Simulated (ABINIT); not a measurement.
Input and output of a self-consistent single point for MoTe2 (P1, 6 atoms in the cell) (ABINIT).

Computed with PBEsol, PAW (JTH v2.0 PBE PAW, files made for PBE) (plane waves; ABINIT).

```xyz
6
Lattice="1.7600 -3.0484 0.0000 1.7600 3.0484 0.0000 0.0000 0.0000 13.9600" Properties=species:S:1:pos:R:3 pbc="T T T"
Te     1.7276     1.0577    12.2414
Te     1.7526    -1.0183     5.3051
Te     1.7650    -1.0377     1.6878
Te     1.8092     1.0115     8.6818
Mo     1.7562     1.0537     3.4910
Mo     1.7494    -1.0670    10.4729
```

Reference input (self-consistent single point, DFT, PBE, plane waves, PAW (JTH v2.0 PBE PAW)): pseudos = [Te.GGA_PBE-JTH.xml, Mo.GGA_PBE-JTH.xml]; ecut = 40 Ry; pawecutdg = 80 Ry; pawxcdev = 0; ixc = 11; occopt = 3; tsmear = 0.00183747 Ha; ngkpt = 5 5 1; nshiftk = 1; shiftk = 0 0 0; potentials = JTH v2.0 PBE PAW; nband = 34. This run's input differs from it in these lines:

```diff
@@ -22,3 +22,3 @@
 pawxcdev 0
-ixc 11
+ixc -116133
 occopt 3
```

Log, with long lists cut:

```
--- !BeginCycle
solver: {iscf: 17, nstep: 100, nline: 4, wfoptalg: 10, }
tolerances: {tolvrs: 1.00E-12, }
...

     iter   Etot(hartree)      deltaE(h)  residm     nres2
 ETOT  1  -170.41170973461    -1.704E+02 1.164E+00 1.485E+01
 ETOT  2  -171.10493893007    -6.932E-01 1.697E-02 5.574E+00
 ETOT  3  -171.08847815443     1.646E-02 2.037E-02 1.781E+00
 ETOT  4  -171.08443439599     4.044E-03 2.304E-03 1.115E-01
 ETOT  5  -171.08393391390     5.005E-04 6.617E-04 2.289E-02
   [... 19 lines left out ...]
 ETOT 25  -171.08385916374     6.537E-12 6.200E-06 2.883E-11
 ETOT 26  -171.08385916374    -8.527E-13 7.002E-06 9.630E-12
 ETOT 27  -171.08385916374    -3.411E-13 4.090E-06 3.294E-12
 ETOT 28  -171.08385916374     8.527E-14 4.696E-06 5.564E-13
 At SCF step   28       nres2   =  5.56E-13 < tolvrs=  1.00E-12 =>converged.

 Cartesian components of stress tensor (hartree/bohr^3)
  sigma(1 1)= -4.26799606E-05  sigma(3 2)=  2.48328227E-05
  sigma(2 2)=  2.56623258E-05  sigma(3 1)= -4.33479271E-05
  sigma(3 3)= -6.46478034E-05  sigma(2 1)= -4.22261237E-06

 ----iterations are completed or convergence reached----

 reduced coordinates (array xred) for    6 atoms
       0.317313000000      0.664296000000      0.876891000000
       0.664924000000      0.330885000000      0.380025000000
       0.671624000000      0.331216000000      0.120899000000
       0.348064000000      0.679866000000      0.621904000000
       0.326074000000      0.671741000000      0.250074000000
       0.672000000000      0.321996000000      0.750207000000
 cartesian forces (eV/Angstrom) at end:
   [... lines left out ...]
 Fermi (or HOMO) energy (hartree) =  -0.11677   Average Vxc (hartree)=  -0.38537
 Fermi (or HOMO) energy (eV) =  -3.17743   Average Vxc (eV)= -10.48639
   [... lines left out ...]
'-kT*entropy'       : -9.30550609538531E-06
total_energy        : -1.71083859131941E+02
total_energy_eV     : -4.65542856308942E+03
...

-Cartesian components of stress tensor (GPa)         [Pressure=  8.0089E-01 GPa]
- sigma(1 1)= -1.25568758E+00  sigma(3 2)=  7.30606746E-01
- sigma(2 2)=  7.55011564E-01  sigma(3 1)= -1.27533983E+00
- sigma(3 3)= -1.90200372E+00  sigma(2 1)= -1.24233524E-01

 Calculation completed.
```

The run converged in 28 iterations. Against the reference run the pressure goes from 4.68 to 0.80 GPa, the largest force goes from 1.116 to 1.099 eV/Å and the gap on the mesh goes from 0.650 to 0.624 eV.

The starting cell has typed, rounded lattice constants, without a prior relaxation at this level. Its atoms were displaced at random from the sites of space group no. 194. Spin-orbit coupling is off. The potentials were made for another functional than the one used. Forces in this geometry exceed 1 eV/Å.

Cost on one core of a shared machine: roughly 8 min.
